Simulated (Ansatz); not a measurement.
Start from Pt in the fcc (Cu type) structure (space group Fm-3m, No. 225; a = 3.9703 Å).

(Cell as relaxed with PBE.)

Levels (all Ansatz, an electronic-structure program, PAW): PBE (420 eV, without spin-orbit coupling); r2SCAN (500 eV, no SOC).

Each level relaxes its own structure.

| base | PBE | r2SCAN |
|---|---|---|
| volume per atom | 15.65 Å³ | 15.29 Å³ |
| lattice parameter a | 3.970 Å | 3.940 Å |
| band gap | zero | zero |

Now apply this change: cell and atoms relaxed at a pressure of 75 GPa.

```
quantity                           PBE   r2SCAN
-----------------------------  -------  -------
shortest interatomic distance  2.640 Å  2.630 Å
band gap                          zero     zero
```

PBE's shortest interatomic distance lies 0.0105 Å above r2SCAN's (0.4 %); the two agree on the band gap. Neither level is exact; r2SCAN is the comparison here, not a measurement.

Load acts through the strain it causes; cell and atoms are relaxed under it. Stability against distortions was not tested. No other phases were tried under pressure. The final runs are not spin-polarised.
